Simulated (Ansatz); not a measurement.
## What pressure 5 GPa does to Ta2O5

Start from Ta₂O₅ (space group Pmmn, No. 59; a = 3.838 Å, b = 12.993 Å, c = 3.869 Å; a cell from a computed database, its experimental status unchecked).

Perturbation: a hydrostatic pressure of 5 GPa.

Computed with PBEsol in Ansatz (plane waves to 420 eV, PAW, no spin-orbit coupling). k-mesh 7×2×7 (Γ-centred); smearing 0.05 eV (Fermi–Dirac).

- Volume per atom = 13.48 Å³ (base 13.78 Å³)
- Density = 7.77 g/cm³ (base 7.61 g/cm³)
- Shortest interatomic distance = 3.566 bohr (base 3.554 bohr)
- Enthalpy H = E + PV relative to the base's energy = +0.43 eV/atom
- Band gap = 2.22 eV (base 2.27 eV)
- Gap character = indirect, R → Γ (base indirect, R → Γ)
- Mean gap deformation potential ΔEg/Δln V = +2.5 eV
- Width of the top valence band = 0.84 eV (base 0.84 eV)

Final structure:

```
Ta2O5
1.0
    3.81027     0.00000     0.00000
    0.00000    12.90797     0.00000
    0.00000     0.00000     3.83840
Ta O
4 10
Cartesian
  0.00000   1.88701   0.02812
  0.00000  11.02096   0.02812
  1.90514   4.56697   3.81028
  1.90514   8.34100   3.81028
  1.90514   2.38699   0.00234
  1.90514  10.52099   0.00234
  0.00000   4.06700   3.83606
  0.00000   8.84097   3.83606
  0.00000  10.96891   1.93078
  0.00000   1.93907   1.93078
  1.90514   8.39305   1.90762
  1.90514   4.51492   1.90762
  1.90514   6.45399   3.83221
  0.00000   0.00000   0.00619
```

With Ta present, leaving out spin-orbit coupling can change the band edges. Load acts through the strain it causes; cell and atoms are relaxed under it. No phonon test of stability was made. Competing high-pressure phases were not computed.

Ansatz is a quantum-chemistry and plane-wave program.
